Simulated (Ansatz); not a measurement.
## Ru: response to strain

The reference is Ru in the hcp (Mg type) structure (space group P6_3/mmc, No. 194; a = 2.704 Å, c = 4.263 Å; relaxed with 0.1 eV smearing). Axes: x lies along a and z along c of the hexagonal cell.

Strains are applied to the cell and any free atomic positions relax; under biaxial strain the out-of-plane vector relaxes too.

The values are results of r2SCAN, PAW, 500 eV (Ansatz, a program for electronic structure; scalar-relativistic without spin-orbit coupling), not measurements.

Notes on the quantities. in-plane stress: mean in-plane stress (compression positive).

```json
[
 {"change": "biaxial strain +0.50 %, plane normal [001], relaxed out of plane", "out-of-plane strain": "-0.27 %", "in-plane stress": "-3.4 GPa"},
 {"change": "biaxial strain +1.00 %, plane normal [001], relaxed out of plane", "out-of-plane strain": "-0.54 %", "in-plane stress": "-6.6 GPa"},
 {"change": "biaxial strain +1.50 %, plane normal [001], relaxed out of plane", "out-of-plane strain": "-0.82 %", "in-plane stress": "-9.6 GPa"},
 {"change": "biaxial strain +2.00 %, plane normal [001], relaxed out of plane", "out-of-plane strain": "-1.09 %", "in-plane stress": "-12.4 GPa"},
 {"change": "biaxial strain +2.50 %, plane normal [001], relaxed out of plane", "out-of-plane strain": "-1.36 %", "in-plane stress": "-15.0 GPa"},
 {"change": "biaxial strain +3.00 %, plane normal [001], relaxed out of plane", "out-of-plane strain": "-1.64 %", "in-plane stress": "-17.4 GPa"}
]
```

Stability against distortions was not tested. All final runs are without spin polarisation.
